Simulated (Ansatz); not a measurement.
# Response to strain in Cu

Start from Cu in the fcc (Cu type) structure (space group Fm-3m, No. 225; a = 3.5768 Å; relaxed with 0.1 eV smearing).

Strains are applied to the cell and any free atomic positions relax.

Computed with r2SCAN/PAW in Ansatz (an electronic-structure program), no spin-orbit coupling.

Notes on the quantities. energy relative to the base: free energy F.

| change | pressure | volume per atom | energy relative to the base |
|---|---|---|---|
| base | 0.0 GPa | 11.44 Å³ | 0 meV/atom |
| isotropic strain −3.00 % | 18.7 GPa | 10.44 Å³ | +53 meV/atom |
| isotropic strain −2.50 % | 15.0 GPa | 10.60 Å³ | +36 meV/atom |
| isotropic strain −2.00 % | [?] | 10.77 Å³ | [?] |
| isotropic strain −1.50 % | 8.3 GPa | 10.93 Å³ | +13 meV/atom |
| isotropic strain −1.00 % | 5.3 GPa | 11.10 Å³ | +5.4 meV/atom |
| isotropic strain −0.50 % | 2.5 GPa | 11.27 Å³ | +1.3 meV/atom |

Question: Fill in the withheld entries from the trend.

Answer: 
- isotropic strain −2.00 %, pressure: 11.5 GPa
- isotropic strain −2.00 %, energy relative to the base: +23 meV/atom

Whether these cells are dynamically stable was not tested. All final runs are without spin polarisation.
